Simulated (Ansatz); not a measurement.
Take La$_{2}$S$_{3}$ (space group P-3m1, No. 164; a hypothetical phase, not in the database extracts checked) as the base.

```
La2S3
1.0
    4.65358     0.00000     0.00000
   -2.32679     4.03012     0.00000
    0.00000     0.00000     7.16818
La S
2 3
Direct
  0.33333   0.66667   0.24040
  0.66667   0.33333   0.75960
  0.00000   0.00000   0.00000
  0.33333   0.66667   0.64742
  0.66667   0.33333   0.35258
```

Cartesian axes are those of the cell as printed.

Method: PBE in Ansatz (plane waves to 420 eV, PAW, no SOC).

One thing is altered: tensor shear ε_xy = −1.67 % (engineering shear γ = -0.0334); the atoms relax in the strained cell.

Task: Predict the stress tensor and what it implies for the stiffness.

Result: Stress of the strained cell less that of the base (GPa, compression positive):
```
   0.03    0.57    0.49
   0.57    0.03   -0.02
   0.49   -0.02    0.03
```

Then −Δσ/γ with γ = 2ε = -0.0334 gives secant stiffness values (nonlinear terms included at this strain): C66 ≈ 17 GPa.

Stability against distortions was not tested.

Ansatz is a quantum-chemistry and plane-wave program.
